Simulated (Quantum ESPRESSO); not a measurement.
## Equation of state of rock-salt MgSe (space group 225): energy against volume (Quantum ESPRESSO, PBEsol)

```
MgSe
1.0
    0.00000     2.65073     2.65073
    2.65073     0.00000     2.65073
    2.65073     2.65073     0.00000
Mg Se
1 1
Direct
  0.00000   0.00000   0.00000
  0.50000   0.50000   0.50000
```

Method of the run: PBEsol, GBRV 1.5 ultrasoft (PBESOL) pseudopotentials (plane waves; Quantum ESPRESSO). Settings: ecutwfc = 52 Ry; ecutrho = 260 Ry; occupations = smearing; smearing = fd; degauss = 0.000734986 Ry; potentials = {Mg: mg_pbesol_v1.4.uspp.F.UPF, Se: se_pbesol_v1.uspp.F.UPF}; K_POINTS = automatic 10 10 10 0 0 0; conv_thr = 1e-10 Ry; mixing_beta = 0.4. The cell above is the first row's. The rows scale it uniformly. In all rows fractional positions and the k mesh are held. E is the free energy at the stated smearing, counted from the lowest row.

```csv
V (Å^3/atom),E (meV/atom)
18.625,?
19.030,16.30
19.435,6.97
19.840,1.67
20.245,0.00
20.650,1.61
21.054,6.19
21.459,13.44
21.864,23.10
```

**Question.** Fit E against V with the third-order Birch-Murnaghan form, a cubic in V^(-2/3), and predict the withheld value at V = 18.625.

**Answer.** With u = V^(-2/3) - 0.134, the rows have u = 0.006295, 0.004339, 0.002450, 0.000624, -0.001142, -0.002847, -0.004503, -0.006107. Least squares gives E = 0.211 - 652.6·u + 508307·u² + 224779·u³. Residuals (row less fit): -0.002, 0.002, 0.003, -0.002, -0.009, 0.006, 0.004, -0.003; standard error 0.006 (degrees of freedom: 4). Its minimum lies at u = 0.000642, so V0 = (0.134642)^(-3/2) = 20.24. There d²E/du² = 1017000 and d³E/du³ = 1349000, so B0 = (4/9) × 20.24^(-7/3) × 1017000 × 0.160218 = 64.9 GPa (the last factor turns the table's units into GPa), and B0' = 4 + (2/3) × 0.134642 × (1349000)/1017000 = 4.1. The program's pressures in the fitted runs (not shown) pass through zero at V = 20.23, 0.04 % from this V0. At the withheld row, u = 0.008321, so E = 0.211 - 652.6 × 0.008321 + 508307 × 0.008321² + 224779 × 0.008321³ = 30.105 meV/atom. The calculation gives 30.10 meV/atom, which the fit meets to the printed digits. The row lies outside the fitted rows, so this is an extrapolation. From the scatter of the fitted rows alone, a prediction at this place has a standard error of 0.019 meV/atom, so the miss is 0.3 times that.

Carrying the step between the two nearest rows on in a straight line would have given 25.63, off by 4.47; series whose last step already gives the withheld value aren't shown. The scan was laid around a cell of about the measured size, scaled by a guess for this functional. This is one of several polymorphs. The runs keep the symmetry of the cell, so they don't test it for distortions. Cutoffs and mesh are single choices, not tested for convergence of this quantity. Series with a scatter that would blur these digits, or in which a gap closes, are not shown. Nor are scans whose minimum lies at an end fitted in this form.
